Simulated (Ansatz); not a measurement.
# Input and output of a self-consistent single point for ScPt3 (P4mm, 4 atoms in the cell) (Ansatz)

Method of the run: PBEsol, default PAW files made with PBE (plane waves; Ansatz, a program for electronic structure).

This input was run:

Ansatz 0.2 input:
```yaml
# ScPt3
crystal:
  lattice:
    - [3.964319, 0.000000, 0.000000]
    - [0.000000, 3.964319, 0.000000]
    - [0.000000, 0.000000, 3.964319]
  atoms:
    - { symbol: Sc, position_ang: [0.000000, 0.000000, 0.050002] }
    - { symbol: Pt, position_ang: [1.982160, 1.982160, 0.000000] }
    - { symbol: Pt, position_ang: [0.000000, 1.982160, 1.982160] }
    - { symbol: Pt, position_ang: [1.982160, 0.000000, 1.982160] }
basis:
  ecutwfc: 30.9 Ry
kpoints:
  mp_grid:
    grid: [7, 7, 7]
hamiltonian:
  xc: pbesol
  pseudopotentials:
    kind: paw
scf:
  occupations:
    method: fermi_dirac
    width: 0.0073 Ry
output:
  forces: true
  eigenvalues: true
  stress: true
```

Output (repeated stretches shortened):

```
WARN ansatz: RAYON_NUM_THREADS=1 ignored (pool sized by the plan → 1); use --threads N
Pseudopotentials: kind: paw
Pseudopotential: Sc, paw, valence charge 11
Pseudopotential: Pt, paw, valence charge 18
Crystal: 4 atoms, lattice volume = 62.303 Å³
Basis set: ecut = 420.4159175005146 eV, 1213 PW (Γ), exchange–correlation on 54×54×54 points (8 copies of the dense FFT grid, shifted against one another)
Bands: 39, of which v1, the nominal top of the filled ones, is band 33 counted from 1 (32 counted from 0)
Symmetry: 8 space group operations
Space group: P4mm (ITA 99), of the structure as read, at distance tolerance 4.0e-5 Å
k-points: 40 of 343 (time reversal used)
PAW frozen core: Sc, regenerated for the run's functional, and the local potential with it
PAW frozen core: Pt, regenerated for the run's functional, and the local potential with it
Initial density: superposition of atomic densities (neutral atoms: chi_scale 0, normalization atom), corrected by the library's trained network
Initial wavefunctions: pseudopotential atomic-orbital guess
Eigensolver: davidson
Functional: x = pbesol(κ = 0.804, μ = 0.12345679012345678), c = pbesol(β = 0.046)
SCF iter   1: F=—  HF=-39267.135998 eV  |F-HF|=—  |Δ(HF+E_count)|=         —  Δρ=9.62e-3  dr2=8.27e-2  ethr=1.77e-3  ⟨swp⟩=4.9  Hψ=4841  notcnv=0
all-band conjugate gradients solve this SCF's bands
preconditioner: auto → Kerker (q_TF=auto, 2.748 Å⁻¹)
SCF iter   2: F=—  HF=-39267.125660 eV  |F-HF|=—  |Δ(HF+E_count)|=   1.03e-2  Δρ=4.61e-3  dr2=2.16e-2  ethr=1.27e-4  ⟨swp⟩=1.0  Hψ=1880  notcnv=0
SCF iter   3: F=—  HF=-39267.122125 eV  |F-HF|=—  |Δ(HF+E_count)|=   3.54e-3  Δρ=9.01e-4  dr2=8.54e-4  ethr=3.33e-5  ⟨swp⟩=2.0  Hψ=1895  notcnv=0
SCF iter   4: F=—  HF=-39267.121959 eV  |F-HF|=—  |Δ(HF+E_count)|=   1.66e-4  Δρ=2.09e-4  dr2=6.62e-5  ethr=1.31e-6  ⟨swp⟩=2.3  Hψ=2356  notcnv=0
SCF iter   5: F=—  HF=-39267.121942 eV  |F-HF|=—  |Δ(HF+E_count)|=   1.77e-5  Δρ=5.30e-5  dr2=1.29e-6  ethr=1.02e-7  ⟨swp⟩=2.0  Hψ=1799  notcnv=0
SCF iter   6: F=-39267.121941 eV  HF=-39267.121941 eV  |F-HF|=5.48e-8  |Δ(HF+E_count)|=   3.12e-7  Δρ=1.11e-5  dr2=9.13e-8  ethr=1.54e-10  ⟨swp⟩=5.3  Hψ=5852  notcnv=0
SCF 1 converged in 6 iterations: F = -39267.121941 eV  dr2 = 9.13e-8
SCF converged after 6 iterations
Free energy (F): -39267.121941 eV
Harris-Foulkes:  -39267.121941 eV  (|F-HF|=5.48e-8)
Internal energy: -39267.032785 eV  (E = F + TS)
E sigma→0 (E₀):  -39267.077363 eV
Entropy (-TS):   -0.089156 eV (-22.289 meV/atom)
Fermi energy:    20.462119 eV
--- Per-component energies (eV) ---
  E_band       = -579.490752
  E_kinetic    = 2179.507381
  E_local      = -5427.092238  (includes V_loc(G=0)·N_el)
  E_nonlocal   = 688.327789
  E_hartree    = 2004.855759
  E_xc         = -888.324079
  E_vxc        = -1041.026708  (∫ρ·V_xc dr)
  E_paw        = -28880.314558  (= ΣΔE_a)
  E_vpaw       = -988.897892  (= ΣTr[D̂ρ^β])
  E_aug_tail   = 0.000576  (compensation charges beyond the density's cutoff)
  E_ewald      = -8944.983384
  E_core_change = 0.989969  (= ΣΔE_core)
  E_smearing   = -0.089156  (= −TS)
  E_closure    = -0.000000  (closes the sum)
  Σ components = -39267.121941   (vs F -39267.121941, Δ=0.00e0)
--- Forces (eV/Å), atoms counted from 1 ---
  atom   1  Sc    -0.00000000     0.00000000    -0.38596090
  atom   2  Pt     0.00000000     0.00000000     0.02049297
  atom   3  Pt     0.00000000     0.00000000     0.18272030
  atom   4  Pt     0.00000000     0.00000000     0.18272030
  max |Σ_I F_I| component: 2.73e-5 eV/Å
--- Stress (GPa, compression-positive) ---
       -1.964857       0.000000       0.000000
        0.000000      -1.964857       0.000000
        0.000000       0.000000      -1.942599
  P = ⅓ Tr σ = -1.9574 GPa (-19.574 kbar)
  The stress holds the Pulay correction. Without it, at fixed plane waves, as pw.x and ABINIT print it: P = -2.0102 GPa
--- Band table (eV; the first three rows and the last of 40) ---
  k-point 0: bands = ["-77.8938", "-77.8662", "-77.8645", "-32.2082", "-32.2082", "-32.2076", "-32.0259", "-32.0251", "-32.0251", "-31.9246", "-31.9246", "-31.9241", "-28.1972", "-6.9523", "-6.9518", "-6.9518", "11.3839", "14.1855", "14.4655", [...]
  k-point 1: bands = ["-77.8926", "-77.8662", "-77.8657", "-32.2004", "-32.2004", "-32.1948", "-32.0271", "-32.0271", "-32.0264", "-31.9393", "-31.9305", "-31.9305", "-28.1953", "-6.9640", "-6.9536", "-6.9536", "11.6461", "14.3455", "14.5632", [...]
  k-point 2: bands = ["-77.8894", "-77.8689", "-77.8662", "-32.1806", "-32.1806", "-32.1581", "-32.0338", "-32.0338", "-32.0276", "-31.9813", "-31.9439", "-31.9439", "-28.1911", "-6.9900", "-6.9577", "-6.9577", "12.3792", "14.7146", "14.8138", [...]
  k-point 39: bands = ["-77.8762", "-77.8751", "-77.8730", "-32.2946", "-32.1664", "-32.1640", "-32.1632", "-31.9557", "-31.9544", "-31.9331", "-31.9312", "-31.9311", "-28.1913", "-6.9813", "-6.9777", "-6.9775", "13.9805", "14.1521", "14.1530", [...]
```

The run converged in 6 iterations.

The starting cell comes from a database of computed structures (which also holds hypothetical and non-ambient phases and stackings), without a prior relaxation at this level. Its lattice was rescaled by up to half a per cent. One atom was moved a little off its site on purpose. Spin-orbit coupling is off. Spin polarisation is off. Ansatz's pressure includes its estimate of the finite-basis (Pulay) stress.
